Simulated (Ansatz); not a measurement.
The starting structures come from a database of crystals and need not be the phases stable at ambient conditions.

By PBEsol, the system below comes out a metal.

Without scattering a metal conducts by its projected Fermi surface.

Consider the following.

```xyz
2
Lattice="5.2940 0.0000 0.0000 -2.6470 4.5847 0.0000 2.6470 1.5282 2.1613" Properties=species:S:1:pos:R:3 pbc="T T T"
Sn     0.0000     3.0565     1.0806
Sb     0.0000     0.0000     0.0000
```

Space group of this cell: Pm-3m, CsCl type. The cell was relaxed by PBE-D3(BJ).

The current flows along the normal of the first two printed cell vectors, the (111) plane of the conventional cell. No spin-orbit coupling; the value is a mean over 0.1 eV about the Fermi level.

Compute, with PBEsol in Ansatz (an electronic-structure program), the ballistic conductance per area.

1.2 × 10¹⁵ S/m² for both spins.
